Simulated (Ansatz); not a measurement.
fcc Pb (1 1 1) on zinc-blende AlAs (1 1 1) (film strained to the substrate, started from cuts of the bulks and a machine-learned relaxation; slabs Al12As12 and Pb16, which can lie off the formulas)

A periodic stack without vacuum, fcc Pb (1 1 1) on zinc-blende AlAs (1 1 1) (film strained to the substrate, started from cuts of the bulks and a machine-learned relaxation; slabs Al12As12 and Pb16, which can lie off the formulas): substrate slab Al12As12, film Pb16, surface cells [[1, -2], [1, 1]] and [[0, 2], [-2, 0]], film strained by -1.5 and -1.5 %, outermost planes Al/As and Pb/Pb as cut, which need not be the usual terminations and can put a slab off its formula.

The start was prepared with a machine-learned potential, and the result is one local minimum, with the in-plane cell held and forces under 0.04 eV/Å; the film can end far from its bulk form.

Level of theory: PBE (plane waves to 420 eV, PAW; Ansatz, an electronic-structure program). Scalar-relativistic, without spin–orbit coupling; the runs are not spin-polarised. Its k-point mesh 4×4×1, Fermi–Dirac width 0.05 eV.

interface area: 42.6 Å²
period: 25.29 Å
heights between the nearest atoms of the two slabs at the two interfaces: 2.70 and 2.63 Å
Al–Pb contacts across the interfaces within 1.22 times the sum of covalent radii: 3, mean 2.96 Å
As–Pb contacts across the interfaces within 1.22 times the sum of covalent radii: 3, mean 2.98 Å
estimate of the barrier: withheld, since the two interfaces are unlike
slope of the mean potential energy in the substrate: +2.9 MV/cm × e

```xyz
40
Lattice="7.0161 0.0001 0.0191 -3.5079 6.0755 -0.0903 -0.8090 0.5117 25.2802" Properties=species:S:1:pos:R:3 pbc="T T T"
Al    -0.4478     0.5524     1.3710
Al     3.1002     2.5929     1.3777
Al    -0.4139     4.5869     1.3303
Al    -1.5999     2.6249     4.7250
Al     1.9084     4.6478     4.7007
Al     1.9042     0.5996     4.7450
Al    -2.7755     4.6987     7.9961
Al     4.2316     0.6390     8.0569
Al     0.7320     2.6682     8.0317
Al    -0.4490     0.6992    11.3502
Al     3.0616     2.7339    11.3347
Al    -0.4586     4.7151    11.3257
As    -1.5903     2.5896     2.2407
As     1.9145     4.6137     2.2144
As     1.9109     0.5642     2.2294
As    -2.7711     4.6637     5.5066
As     4.2388     0.6073     5.5704
As     0.7379     2.6342     5.5437
As    -0.4530     0.6581     8.8626
As     3.0740     2.6777     8.8467
As    -0.4394     4.7028     8.8296
As    -1.6311     2.7158    12.2401
As     1.8946     4.7571    12.1594
As     1.8835     0.7076    12.1710
Pb     4.5027     0.9697    15.1124
Pb     1.1403     0.9085    14.9708
Pb     2.6215     4.1130    14.9507
Pb    -0.8515     3.8626    14.9828
Pb     1.0110     2.9776    18.0464
Pb     4.5474     2.9596    17.9406
Pb    -0.8366     6.0368    17.9478
Pb     2.6697     6.0092    17.9794
Pb    -2.4422     5.0388    20.9823
Pb     0.9327     5.0439    20.8742
Pb    -0.8307     1.8864    20.9823
Pb     2.6813     2.0886    20.9857
Pb     4.6078     1.0068    23.9164
Pb     0.9206     0.9873    24.0308
Pb     2.6774     3.8826    23.8394
Pb    -0.8378     4.1611    23.8341
```
